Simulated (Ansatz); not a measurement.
System: antifluorite K2S. Method: rVV10 (Ansatz, a quantum-chemistry and plane-wave program, plane waves, PAW).

Run with plane-wave cutoff 500 eV, 8×8×8 k mesh, gaussian smearing 0.02 eV, scalar-relativistic PAW data made under PBE.

Computed at the level's own relaxed cell.

Task: What does this level give for the equilibrium volume per atom, equilibrium lattice constant a and band gap?

Result: 
- equilibrium volume per atom = 33.50 Å³/atom
- equilibrium lattice constant a = 7.380 Å
- band gap = 2.04 eV (on the SCF k mesh)

Measured, for comparison: equilibrium volume per atom 33.65 Å³/atom, lattice constant a 7.391 Å (temperature not stated, no zero-point or thermal correction; as tabulated in Syrotyuk et al. (2015), arXiv:1510.06546). Computed (rounded) less measured: equilibrium volume per atom -0.4 %, lattice constant a -0.1 %. A static lattice is as a rule a little smaller and stiffer than an uncorrected measurement, which narrows the difference in the equilibrium volume per atom and would widen misses of the other sign.

Computed values are for the static lattice.
